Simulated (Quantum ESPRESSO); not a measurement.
Troubleshooting Quantum ESPRESSO: a failed run on FeRu2 (Fd-3m, 6 atoms in the cell). The aim is a self-consistent single point with DFT, PBE, plane waves, PSlibrary PAW (PBE) pseudopotentials.

The input file:

```fortran
&control
    calculation = 'scf'
    prefix = 'scf'
    outdir = './work'
    pseudo_dir = './'
    tprnfor = .true.
    tstress = .true.
/
&system
    ibrav = 0
    nat = 6
    ntyp = 2
    ecutwfc = 60
    ecutrho = 420
    occupations = 'smearing'
    smearing = 'fermi-dirac'
    degauss = 0.0073499
    nspin = 2
    starting_magnetization(2) = 0.500
/
&electrons
    conv_thr = 1.0d-10
    electron_maxstep = 3
    mixing_beta = 0.3
/
ATOMIC_SPECIES
Ru   101.0700  Ru.pbe-spn-kjpaw_psl.1.0.0.UPF
Fe    55.8450  Fe.pbe-n-kjpaw_psl.1.0.0.UPF
ATOMIC_POSITIONS alat
Ru    0.1767766953    0.1767766953    0.1767766953
Ru    0.1767766953    0.5303300859    0.5303300859
Ru    0.5303300859    0.1767766953    0.5303300859
Ru    0.5303300859    0.5303300859    0.1767766953
Fe    1.0606601718    1.0606601718    1.0606601718
Fe    0.7071067812    0.7071067812    0.7071067812
K_POINTS automatic
4 4 4  0 0 0
CELL_PARAMETERS angstrom
   0.0000000000     3.6279530000     3.6279530000
   3.6279530000     0.0000000000     3.6279530000
   3.6279530000     3.6279530000     0.0000000000
```

Output, abridged:

```
     Self-consistent Calculation

     iteration #  1     ecut=    60.00 Ry     beta= 0.30

     total energy              =   -2005.87242679 Ry
     estimated scf accuracy    <       9.19573265 Ry

     total magnetization       =     6.88 Bohr mag/cell
     absolute magnetization    =     7.78 Bohr mag/cell

     iteration #  2     ecut=    60.00 Ry     beta= 0.30

     total energy              =   -2009.21810637 Ry
     estimated scf accuracy    <      46.22901872 Ry

     total magnetization       =     0.82 Bohr mag/cell
     absolute magnetization    =     0.82 Bohr mag/cell

     iteration #  3     ecut=    60.00 Ry     beta= 0.30

     total energy              =   -2008.99466455 Ry
     estimated scf accuracy    <      13.14268804 Ry

     total magnetization       =     2.14 Bohr mag/cell
     absolute magnetization    =     2.18 Bohr mag/cell
     End of self-consistent calculation

     convergence NOT achieved after   3 iterations: stopping

   JOB DONE.
```

Q: What caused this, and what should be changed?

A: The fault is an iteration limit that is too low. The loop is cut before its threshold is met, so whatever is printed at the end is not self-consistent. To fix it, raise the limit, or leave it to the default. The run ended unconverged after 3 iterations.

An input that runs soundly differs in these lines (not the only fix; some lines may just follow from the change or write a value another way):
```diff
-    electron_maxstep = 3
```

With that input, the run converged in 27 iterations: free energy E − TS -27346.5575 eV; Fermi level (on the code's own zero) 16.10 eV; pressure -12.81 GPa; size of the cell's spin moment 8.01 μB; site moments (μB, in the program's spheres or projections) Ru 0.42, Ru 0.42, Ru 0.42, Ru 0.42, Fe 3.23, Fe 3.23 (DFT, PBE, plane waves, PSlibrary PAW (PBE) pseudopotentials).

On the sound input: the starting cell was generated: these elements placed on a structure prototype, without a prior relaxation; it need not be a known phase or ordering of this composition. The magnetic order is the one reached from the typed start; others were not searched systematically. With a pressure of about -13 GPa the cell is away from its equilibrium volume at this level.
